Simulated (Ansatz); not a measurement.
The parent structure is TiO$_{2}$ in the anatase structure (space group I4_1/amd, No. 141; a = 3.778 Å, c = 9.584 Å).

All numbers come from r2SCAN in Ansatz (plane waves to 500 eV, PAW, no SOC).

Base values:

The band gap comes out as 2.53 eV and the volume per atom is 11.40 Å³. The gap character is indirect, Γ–X (87 % along) → Γ.

Perturbation: cell and atoms relaxed at a pressure of 10 GPa.

Q: What does the calculation give for the band gap after the change?

A: The band gap drops by 0.06 eV to 2.47 eV.

Q: What does the calculation give for the volume per atom after the change?

A: The volume per atom falls by 0.554 Å³ (11.40 Å³ → 10.84 Å³).

Q: Estimate the effect on the gap character.

A: The gap character remains indirect, Γ–X (87 % along) → Γ.

Load acts through the strain it causes; cell and atoms are relaxed under it. No phonon test of stability was made. Competing high-pressure phases were not computed. All final runs are without spin polarisation.

Ansatz is a quantum-chemistry and plane-wave program.
